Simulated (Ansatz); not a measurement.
Y₂Hf₂O₇ (C2/m, No. 12, 11 atoms in the cell; start mp-1101177) was calculated with dielectric-dependent PBEsol hybrid (PAW; Ansatz, a program for electronic structure).

Run with plane-wave cutoff 460 eV, 4×4×4 k mesh, Fermi–Dirac smearing 0.01 eV, scalar-relativistic PAW data made under PBE.

Cell (relaxed with PBEsol):

```
Hf2Y2O7
1.0
    3.42875    -4.71027     0.00935
    3.42875     4.71027     0.00935
   -0.95939     0.00000     5.43259
Y Hf O
2 2 7
Direct
  0.30879   0.69121   0.00000
  0.69121   0.30879   0.00000
  0.74242   0.74242   0.60064
  0.25758   0.25758   0.39936
  0.59459   0.94129   0.80001
  0.40541   0.05871   0.19999
  0.05871   0.40541   0.19999
  0.94129   0.59459   0.80001
  0.55819   0.55819   0.26989
  0.44181   0.44181   0.73011
  0.00000   0.00000   0.50000
```

Give the computed band gap and smallest direct gap on the k points sampled.


- band gap: 6.73 eV (on the SCF k mesh)
- smallest direct gap on the k points sampled: 6.90 eV

Note: cell and atoms aren't relaxed at this level (pressure -1.9 GPa).

Spin–orbit coupling is not included.

Computed values are for the static lattice.

A start named mp-… is a Materials Project structure, which need not be a measured phase.
